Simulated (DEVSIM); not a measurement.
System: abrupt Si p-n junction, at 250 K.

| layer (left to right) | material | thickness (μm) | Nd (cm⁻³) | Na (cm⁻³) | τn (s) | τp (s) |
|---|---|---|---|---|---|---|
| 1 | Si | 27.0 | - | 1.3e15 | 1.1e-5 | 1.1e-5 |
| 2 | Si | 140 | 1.6e16 | - | 1.1e-5 | 1.1e-5 |

Left contact: ohmic. Right contact: ohmic. Voltage is applied to the left contact. Recombination: SRH at mid-gap, radiative, Auger. Mobility is constant in doping.

Constants are typed, rounded textbook-type inputs, not results; the design itself was drawn at random and stands for no fabricated device. Values at 300 K; Nc and Nv go as T^1.5, mobilities as T to minus their exponent, the gap by Varshni's rule with the affinity fixed.

```
parameter               Si
----------------  --------
gap (eV)             1.124
affinity (eV)         4.05
permittivity          11.7
Nc (cm⁻³)          2.86e19
Nv (cm⁻³)           3.1e19
μn (cm²/Vs)           1417
μp (cm²/Vs)            470
T exponent of μn       2.3
T exponent of μp       2.2
B (cm³/s)          4.7e-15
Cn (cm⁶/s)         2.8e-31
Cp (cm⁶/s)         9.9e-32
Varshni α (eV/K)  0.000473
Varshni β (K)          636
```

Model (solved in DEVSIM): 1D drift-diffusion, Boltzmann statistics, complete ionisation; no tunnelling, impact ionisation, image-force lowering or self-heating.

The temperature was swept, all else fixed.

| temperature (K) | dark forward voltage at 1 A/cm² (V) | dark forward voltage at 100 A/cm² (V) | largest field in the device at zero bias (V/cm) | potential step across the device at zero bias (V) |
|---|---|---|---|---|
| 250 | 0.693 | 1.025 | 17000 | 0.769 |
| 300 | 0.587 | 1.031 | 15000 | 0.670 |
| 350 | 0.478 | 1.049 | 14000 | 0.567 |
| 400 | ? | ? | ? | 0.461 |
| 450 | 0.254 | 1.122 | 12000 | 0.353 |
| 500 | 0.145 | 1.175 | 11000 | 0.244 |

**Question.** Fill in the missing entries.

**Answer.** 
- 400, dark forward voltage at 1 A/cm² (V): 0.367
- 400, dark forward voltage at 100 A/cm² (V): 1.080
- 400, largest field in the device at zero bias (V/cm): 13000
